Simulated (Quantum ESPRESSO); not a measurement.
A self-consistent single point of YCoSi2 (Cmcm, 8 atoms in the cell) with Quantum ESPRESSO.

Level of theory: PBEsol, PSlibrary PAW (PBE) pseudopotentials (plane waves; Quantum ESPRESSO 7.5).

```yaml
crystal:
  lattice:
    - [2.01550, -8.10734, 0.00000]
    - [2.01550, 8.10734, 0.00000]
    - [0.00000, 0.00000, 3.96168]
  atoms:
    - { symbol: Y, position: [0.89184, 0.10816, 0.25000] }
    - { symbol: Y, position: [0.10816, 0.89184, 0.75000] }
    - { symbol: Co, position: [0.67950, 0.32050, 0.25000] }
    - { symbol: Co, position: [0.32050, 0.67950, 0.75000] }
    - { symbol: Si, position: [0.54329, 0.45671, 0.25000] }
    - { symbol: Si, position: [0.45671, 0.54329, 0.75000] }
    - { symbol: Si, position: [0.25018, 0.74982, 0.25000] }
    - { symbol: Si, position: [0.74982, 0.25018, 0.75000] }
```

Reference input (self-consistent single point, DFT, PBEsol, plane waves, PSlibrary PAW (PBE) pseudopotentials): ecutwfc = 50 Ry; ecutrho = 350 Ry; occupations = smearing; smearing = mp; degauss = 0.019992 Ry; input_dft = pbesol; K_POINTS = automatic 5 5 5 1 1 1; conv_thr = 1e-10 Ry. This run's input differs from it in these lines:

```diff
@@ -13,4 +13,4 @@
    ntyp = 3
-   ecutwfc = 50
-   ecutrho = 350
+   ecutwfc = 45
+   ecutrho = 315
    occupations = 'smearing'
```

Output (repeated stretches shortened):

```
     Self-consistent Calculation

     iteration #  1     ecut=    45.00 Ry     beta= 0.70

---- Real-time Memory Report at c_bands before calling an iterative solver
           326 MiB given to the printing process from OS
           147 MiB allocation reported by mallinfo(arena+hblkhd)
------------------

     total energy              =   -1057.71203273 Ry
     estimated scf accuracy    <       2.66686099 Ry

     iteration #  2     ecut=    45.00 Ry     beta= 0.70

---- Real-time Memory Report at c_bands before calling an iterative solver
           408 MiB given to the printing process from OS
   [... lines left out ...]

---- Real-time Memory Report at c_bands before calling an iterative solver
           435 MiB given to the printing process from OS
           182 MiB allocation reported by mallinfo(arena+hblkhd)
------------------

     total energy              =   -1059.78074371 Ry
     estimated scf accuracy    <          1.9E-09 Ry

     iteration # 15     ecut=    45.00 Ry     beta= 0.70

---- Real-time Memory Report at c_bands before calling an iterative solver
           435 MiB given to the printing process from OS
           182 MiB allocation reported by mallinfo(arena+hblkhd)
------------------
     End of self-consistent calculation

     the Fermi energy is    11.5932 ev

!    total energy              =   -1059.78074371 Ry
     estimated scf accuracy    <          2.7E-11 Ry
     smearing contrib. (-TS)   =      -0.00045705 Ry
     internal energy E=F+TS    =   -1059.78028666 Ry

      -> PAW hartree energy AE =     232.01729693 Ry
      -> PAW hartree energy PS =    -231.11547646 Ry
      -> PAW xc energy AE      =    -821.77080989 Ry
      -> PAW xc energy PS      =     119.13351868 Ry
      -> total E_H with PAW    =      72.80383154 Ry
      -> total E_XC with PAW   =    -827.61917812 Ry

     convergence has been achieved in  15 iterations

     Forces acting on atoms (cartesian axes, Ry/au):

     atom    1 type  1   force =     0.00000000    0.00308465    0.00000000
   [... lines left out ...]

     Total force =     0.007843     Total SCF correction =     0.000024

          total   stress  (Ry/bohr**3)                   (kbar)     P=      -32.58
  -0.00022404   0.00000000   0.00000000          -32.96        0.00        0.00
   0.00000000  -0.00022133   0.00000000            0.00      -32.56        0.00
   0.00000000   0.00000000  -0.00021912            0.00        0.00      -32.23

   JOB DONE.
```

The run converged in 15 iterations. Against the reference run the free energy goes up by 6.9 meV/atom, the pressure moves little (-3.17 to -3.26 GPa) and the largest force hardly changes (0.116 to 0.115 eV/Å). The full log also holds: “c_bands:  1 eigenvalues not converged”.

The starting cell comes from a database of computed structures (which also holds hypothetical and non-ambient phases and stackings), without a prior relaxation at this level. Its lattice was rescaled by a random factor within 2.5 % of one. Spin polarisation is off.

Cost on one core of a shared machine: roughly 5 min.
